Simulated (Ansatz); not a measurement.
Base system: PbTe in the rock salt structure (space group Fm-3m, No. 225).

```
CELL_PARAMETERS angstrom
      0.00000     3.26715     3.26715
      3.26715     0.00000     3.26715
      3.26715     3.26715     0.00000
ATOMIC_POSITIONS crystal
  Te 0.50000 0.50000 0.50000
  Pb 0.00000 0.00000 0.00000
```

Method: r2SCAN (Ansatz, an electronic-structure program; PAW; 500 eV plane waves; no spin-orbit coupling).

Strains are applied to the cell and any free atomic positions relax.

One change was made to it. Results:

```csv
quantity,base,after
mean gap deformation potential ΔEg/Δln V,–,+2.3 eV
energy relative to the base (free energy F),0 meV/atom,+18 meV/atom
electron mass,"0.34 mₑ along k, 0.12 mₑ across (at L)","0.31 mₑ along k, 0.11 mₑ across (at L)"
hole mass,"0.57 mₑ along k, 0.088 mₑ across (at L)","0.48 mₑ along k, 0.069 mₑ across (at L)"
```

Task: Which change produced these results?
A) isotropic strain −2.00 %
B) isotropic strain −0.50 %
C) isotropic strain −2.50 %

Result: A, isotropic strain −2.00 %. For comparison, the energy relative to the base in the other runs: isotropic strain −0.50 % gives +1.1 meV/atom; isotropic strain −2.50 % gives +28 meV/atom.

Spin-orbit coupling, missing from the scalar runs, can matter with Pb and Te. Effective masses come from finite differences of ±0.01 Å⁻¹. Along k means along the line from Γ to the band edge. No phonon test of stability was made.
